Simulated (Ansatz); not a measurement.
System: L1₀ (CuAu-type) TiAl. Method: rVV10 in Ansatz (PAW).

Total energies, extrapolated to zero smearing (they compare only within this program, potentials and cutoff; free atoms with spin allowed, lowest state found):

| system | energy (eV/atom) |
|---|---|
| L1₀ (CuAu-type) TiAl, relaxed | -1533.4257 |
| free Ti atom | -2513.3699 |
| free Al atom | -543.8307 |

Problem. Work out the cohesive energy per atom.

Solution. E_coh = [1 × (-2513.3699) + 1 × (-543.8307)]/2 − (-1533.4257) = 4.83 eV/atom. The reference value is 4.51 eV/atom (measured, temperature not stated, no zero-point or thermal correction; as tabulated in Zope and Mishin (2003), arXiv:cond-mat/0306298), a difference of +0.32 eV/atom.

The PAW data were made under PBE.

Ansatz is a first-principles code.
